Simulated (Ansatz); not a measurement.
Step by step: formation energy of the neutral C_Ge + Pb_Ge in Ge (diamond, Fd-3m)

Consider the formation energy of the neutral C_Ge + Pb_Ge in Ge (diamond, Fd-3m). Reaction: C (graphite) + 126 Ge (diamond) + Pb (fcc) → cell A.

A: a supercell of 128 sites of Ge (diamond, Fd-3m) with C on a Ge site (3 Ge at 2.06 Å and 1 Pb at 2.39 Å); Pb on a Ge site (1 C at 2.39 Å and 3 Ge at 2.69 Å); the closest two of these centres are 2.4 Å apart; spin state with PBE: run without spin.

Method: Ansatz (a program for electronic structure), PAW, neutral cells at 0 K with nuclei at rest, on structures from PBE+D3(BJ). Ansatz runs with its default PAW set. Larger cells are relaxed from a start prepared with the learned potential CHGNet, on a coarser mesh till forces fall under 0.03 eV/Å, which some starts already meet. Space groups of crystals are read within 0.01 Å. Spin-orbit coupling is left out. Mesh and cell size may move defect energies by 0.1 eV or more. Cell A has symmetry R3m within 0.02 Å and got no random move, so less symmetric positions, which may lie lower, weren't tried.

Total energies of the cells in eV, at zero smearing width. They compare only within one column; the weights balance every element.

```
cell                atoms  weight     PBE+D3(BJ)
------------------  -----  ------  -------------
A: Ge:C_Ge + Pb_Ge    128      +1  -553358.09413
C (graphite)            4    −1/4    -1004.33912
Ge (diamond)          128  −63/64  -549793.84325
Pb (fcc)                1      −1   -11906.81309
```

PBE+D3(BJ): (-553358.09413) − 1/4 × (-1004.33912) − 63/64 × (-549793.84325) − (-11906.81309) = 3.118 eV.
